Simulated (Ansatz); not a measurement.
The starting structures come from a database of crystals and need not be the phases stable at ambient conditions.

Given:

```yaml
crystal:
  lattice:
    - [3.99664, 0.00000, 0.00000]
    - [-1.99832, 3.46119, 0.00000]
    - [0.00000, 0.00000, 6.78437]
  atoms:
    - { symbol: Be, position: [0.66667, 0.33333, 0.50043] }
    - { symbol: Be, position: [0.33333, 0.66667, 0.00043] }
    - { symbol: Te, position: [0.66667, 0.33333, 0.87457] }
    - { symbol: Te, position: [0.33333, 0.66667, 0.37457] }
```

Space group of this cell: P6_3mc, wurtzite. The cell is strained (lengths along the current scaled by 1.03, ions clamped); by r2SCAN its mean pressure is -1.9 GPa.

Transport runs along the normal of the first two printed cell vectors, the (001) (indices of the unstrained crystal) plane of the conventional cell.

The gap is the functional's own. No spin-orbit coupling. Mid-gap values are interpolated on the energy grid.

Q: Estimate the band gap and the smallest decay constant κ at mid-gap that r2SCAN (Ansatz, a first-principles code) returns for this system.

A: Gap 2.69 eV on a 12×12×6 mesh; κ = 0.163 1/Å, at the zone centre.
